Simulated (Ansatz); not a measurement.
```yaml
crystal:
  lattice:
    - [2.93065, 0.00000, 0.00000]
    - [-1.46533, 2.53802, 0.00000]
    - [0.00000, 0.00000, 4.63889]
  atoms:
    - { symbol: Ti, position: [0.66667, 0.33333, 0.75000] }
    - { symbol: Ti, position: [0.33333, 0.66667, 0.25000] }
```

No spin polarisation.

Method: DFT with PBEsol, PAW potentials and a 420 eV plane-wave cutoff in Ansatz (a program for electronic structure), without spin-orbit coupling. Γ-centred 23×23×13 mesh, Fermi–Dirac width 0.1 eV.

**Question.** Estimate the band gap.

**Answer.** Zero.

**Question.** What pressure (mean of the normal stresses, compression positive) does the calculation give?

**Answer.** -3.4 GPa.

**Question.** Predict the space group.

**Answer.** P6_3/mmc (No. 194).

The cells carry an imposed strain or load. No phonon test of stability was made. All final runs are without spin polarisation. The cell was made from Ti in the hcp (Mg type) structure (space group P6_3/mmc, No. 194) by this change: isotropic strain +1.00 %.
